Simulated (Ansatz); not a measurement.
Mg (R-3m, No. 166, 3 atoms in the cell; start mp-1094122; another form than the element's usual one) was calculated with PBEsol (Ansatz, a quantum-chemistry and plane-wave program, PAW).

Run with plane-wave cutoff 520 eV, 20×20×20 k mesh, Fermi–Dirac smearing 0.05 eV, scalar-relativistic PAW data made under PBE.

Cell (relaxed at this level):

```cif
data_Mg3
_chemical_formula_sum 'Mg3'
_space_group_name_H-M_alt 'P 1'
_space_group_IT_number 1
_cell_length_a 7.98927
_cell_length_b 7.98927
_cell_length_c 7.98927
_cell_angle_alpha 22.885
_cell_angle_beta 22.885
_cell_angle_gamma 22.885
loop_
_space_group_symop_operation_xyz
  'x, y, z'
loop_
_atom_site_label
_atom_site_type_symbol
_atom_site_fract_x
_atom_site_fract_y
_atom_site_fract_z
_atom_site_occupancy
Mg1 Mg 0.00000 0.00000 0.00000 1
Mg2 Mg 0.22203 0.22203 0.22203 1
Mg3 Mg 0.77797 0.77797 0.77797 1
```

Question: Give the computed bulk modulus.

Answer: 
- bulk modulus: 37.2 GPa

The run finds no gap.

Note: the bulk modulus is −V dP/dV from two relaxed cells at ±2 % in volume; the relaxation could not lower the start's symmetry, so the cell can be a saddle point above a distorted one.

Static lattice: no zero-point or thermal effects.

A start named mp-… is a Materials Project structure, which need not be a measured phase.
